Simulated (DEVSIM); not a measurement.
Device: Mo/SiO2/n-Si capacitor, at 300 K.

```csv
layer (left to right),material,thickness (nm),Nd (cm⁻³)
1,SiO2,50.0,-
2,Si,930,3.8e17
```

Metal gate on the left, work function 4.6 eV. Fixed charge at the semiconductor interface 0 cm⁻² (in units of +e); interface traps 1.8e11 cm⁻² eV⁻¹, uniform in energy, neutral level at 0.5 of the gap above the valence band.

Constants are typed, rounded textbook-type inputs, not results; the design itself was drawn at random and stands for no fabricated device. Values at 300 K.

```csv
parameter,SiO2,Si
gap (eV),9,1.124
affinity (eV),0.9,4.05
permittivity,3.9,11.7
Nc (cm⁻³),-,2.86e19
Nv (cm⁻³),-,3.1e19
```

DEVSIM, 1D Poisson equation in equilibrium, Boltzmann statistics, complete ionisation; no quantum confinement or tunnelling. Metal contacts follow the ideal Schottky-Mott rule: no Fermi-level pinning, no interface dipoles.

**Question.** Tabulate band edges, carrier densities and field at 7.0 V on the gate.

**Answer.** Energies count from the Fermi level of the right contact; mesh points crowd at the junctions.

```csv
x (μm),Ec (eV),Ev (eV),n (cm⁻³),p (cm⁻³),field (V/cm)
0.000,-3.300,-12.300,< 1e2,< 1e2,1300000
0.001427,-3.116,-12.116,< 1e2,< 1e2,1300000
0.004525,-2.716,-11.716,< 1e2,< 1e2,1300000
0.01085,-1.898,-10.898,< 1e2,< 1e2,1300000
0.03031,0.614,-8.386,< 1e2,< 1e2,1300000
0.04159,2.071,-6.929,< 1e2,< 1e2,1300000
0.04678,2.742,-6.258,< 1e2,< 1e2,1300000
0.04964,3.111,-5.889,< 1e2,< 1e2,1300000
0.05070,0.028,-1.096,9.6e18,< 1e2,250000
0.05304,0.065,-1.059,2.3e18,< 1e2,100000
0.05830,0.094,-1.030,7.5e17,160,30000
0.07677,0.111,-1.013,3.9e17,290,1500
0.1117,0.112,-1.012,3.8e17,310,≈ 0
0.1904,0.112,-1.012,3.8e17,310,≈ 0
0.4527,0.112,-1.012,3.8e17,310,≈ 0
0.7360,0.112,-1.012,3.8e17,310,≈ 0
0.8723,0.112,-1.012,3.8e17,310,≈ 0
0.9328,0.112,-1.012,3.8e17,310,≈ 0
0.9648,0.112,-1.012,3.8e17,310,≈ 0
0.9736,0.112,-1.012,3.8e17,310,≈ 0
0.9778,0.112,-1.012,3.8e17,310,≈ 0
0.9800,0.112,-1.012,3.8e17,310,≈ 0
```
